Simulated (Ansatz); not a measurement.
Base system: Ru in the hcp (Mg type) structure (space group P6_3/mmc, No. 194; a = 2.691 Å, c = 4.249 Å; relaxed with 0.1 eV smearing). Axes: x lies along a and z along c of the hexagonal cell.

All numbers come from plane-wave PAW DFT at the PBEsol level (Ansatz, an electronic-structure program, 420 eV), spin-orbit coupling left out.

The change: tensor shear ε_xz = +1.43 % (engineering shear γ = 0.0286); the atoms relax in the strained cell.

Q: Predict the stress tensor and what it implies for the stiffness.

A: Stress of the strained cell less that of the base (GPa, compression positive):
```
    0.2     0.0    -5.8
    0.0     0.1     0.0
   -5.8     0.0     0.5
```

Then −Δσ/γ with γ = 2ε = 0.0286 gives secant stiffness values (nonlinear terms included at this strain): C55 ≈ 204 GPa.

As a check, the harmonic strain energy −½ V₀ Δσ:ε is 6.9 meV/atom; the computed energy rise is 7.0 meV/atom.

No phonon test of stability was made. All final runs are without spin polarisation.
